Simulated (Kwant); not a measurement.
System: wire with on-site disorder in a GaAs two-dimensional gas. Effective mass 0.067 mₑ, grid spacing 3.8 nm, hard walls, nominal width 60 nm (15 grid rows, so walls 60.8 nm apart), one parabolic valley, scattering region 480 nm long along x; energies count from the band bottom; Fermi energy swept from 0.0007795 to 0.01963 eV. On-site energies in the scattering region are random, uniform within ±W/2, W = 0.087 eV, averaged over 12 samples.

The device is made up for the run: typed textbook-type constants, with dimensions and the other settings drawn at random.

Model: effective-mass tight-binding model on a square grid, one spin, coherent transport at 0 K (Kwant). Conductance is in e²/h.

Task: How many channels do the leads carry at E = 9.79, 17.2 meV?

Result: The hard-wall thresholds are n² ħ²π²/(2mW²) = n² × 1.52 meV with W = 60.8 nm. √(9.79/1.52) = 2.54, so 2. √(17.2/1.52) = 3.36, so 3.
